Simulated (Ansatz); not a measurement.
The starting structures come from a database of crystals and need not be the phases stable at ambient conditions.

Evanescent states of Tl2CdSnTe4 (I-42m, not sure to be the ambient phase, 8 atoms a cell, 34.5 Å³ an atom) along the normal of (100)

Calculation: r2SCAN (plane waves, PAW; Ansatz, a quantum-chemistry and plane-wave program).

The gap is the functional's own. No spin-orbit coupling. Mid-gap values are interpolated on the energy grid.

Energies count from the valence-band top; κ is the least over a 4×4 mesh across the current.

```
E (eV)  κ (1/Å)  where
------  -------  -----
0.03      0.046      Γ
0.07      0.079      Γ
0.12      0.100      Γ
0.17      0.116      Γ
0.23      0.130      Γ
0.28      0.132  off Γ
0.33      0.127  off Γ
0.38      0.121  off Γ
0.42      0.114  off Γ
0.47      0.106  off Γ
0.53      0.095  off Γ
0.57      0.082  off Γ
0.62      0.064  off Γ
0.68      0.036  off Γ
```

Problem. How thick must the barrier be to attenuate the transmission by 10^8 when the electrodes' Fermi level lies at 0.07 eV, and what attenuation does that film give at 0.62 eV?

Solution. d = 8 ln 10 / (2 × 0.079) = 116.6 Å. At 0.62 eV it gives 8 × 0.064/0.079 = 6.5 decades.
